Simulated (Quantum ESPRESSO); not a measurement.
Worked example: self-consistent single point of K (Im-3m, 1 atom in the cell) in Quantum ESPRESSO.

Computed with PBE, PSlibrary ultrasoft (PBE) pseudopotentials (plane waves; Quantum ESPRESSO 7.5).

The change in words: lattice scaled by 0.98. Reference geometry:
```
K
1.0
   -2.75880     2.75880     2.75880
    2.75880    -2.75880     2.75880
    2.75880     2.75880    -2.75880
K
1
Direct
  0.00000   0.00000   0.00000
```

Reference input (self-consistent single point, DFT, PBE, plane waves, PSlibrary ultrasoft (PBE) pseudopotentials): ecutwfc = 50 Ry; ecutrho = 350 Ry; occupations = smearing; smearing = gauss; degauss = 0.0073499 Ry; potentials = {K: K.pbe-spn-rrkjus_psl.1.0.0.UPF}; K_POINTS = automatic 11 11 11 0 0 0; conv_thr = 1e-11 Ry; mixing_beta = 0.5. This run's input differs from it in these lines:

```diff
@@ -25,5 +25,5 @@
 CELL_PARAMETERS angstrom
-  -2.7587950000     2.7587950000     2.7587950000
-   2.7587950000    -2.7587950000     2.7587950000
-   2.7587950000     2.7587950000    -2.7587950000
+  -2.7036190000     2.7036190000     2.7036190000
+   2.7036190000    -2.7036190000     2.7036190000
+   2.7036190000     2.7036190000    -2.7036190000
 ATOMIC_POSITIONS angstrom
```

Log, with long lists cut:

```
     Self-consistent Calculation

     iteration #  1     ecut=    50.00 Ry     beta= 0.50

     Threshold (ethr) on eigenvalues was too large:
     Diagonalizing with lowered threshold

     c_bands:  1 eigenvalues not converged
     c_bands:  1 eigenvalues not converged

     total energy              =     -58.77317936 Ry
     estimated scf accuracy    <       0.00120033 Ry

     iteration #  2     ecut=    50.00 Ry     beta= 0.50

     total energy              =     -58.77330224 Ry
     estimated scf accuracy    <       0.00017670 Ry

     iteration #  3     ecut=    50.00 Ry     beta= 0.50
     c_bands:  1 eigenvalues not converged

     total energy              =     -58.77331775 Ry
     estimated scf accuracy    <       0.00002007 Ry

   [... 5 blocks of this kind left out ...]

     iteration #  9     ecut=    50.00 Ry     beta= 0.50

     total energy              =     -58.77331886 Ry
     estimated scf accuracy    <          5.1E-11 Ry

     iteration # 10     ecut=    50.00 Ry     beta= 0.50
     End of self-consistent calculation

     the Fermi energy is     1.5402 ev

!    total energy              =     -58.77331886 Ry
     estimated scf accuracy    <          3.3E-12 Ry
     smearing contrib. (-TS)   =      -0.00023240 Ry
     internal energy E=F+TS    =     -58.77308646 Ry

     convergence has been achieved in  10 iterations

     Forces acting on atoms (cartesian axes, Ry/au):

     atom    1 type  1   force =     0.00000000    0.00000000    0.00000000

     Total force =     0.000000     Total SCF correction =     0.000000

          total   stress  (Ry/bohr**3)                   (kbar)     P=       -2.93
  -0.00001995  -0.00000000  -0.00000000           -2.93       -0.00       -0.00
  -0.00000000  -0.00001995  -0.00000000           -0.00       -2.93       -0.00
  -0.00000000  -0.00000000  -0.00001995           -0.00       -0.00       -2.93

   JOB DONE.
```

The run converged in 10 iterations. Against the reference run the free energy drops by 9.1 meV/atom and the pressure goes from -0.43 to -0.29 GPa.

The starting cell comes from a database of computed structures (which also holds hypothetical and non-ambient phases and stackings), without a prior relaxation at this level. Its lattice was rescaled by a random factor within 2.5 % of one. For this run, on top of that: lattice scaled by 0.98.

Cost on one core of a shared machine: roughly 50 s.
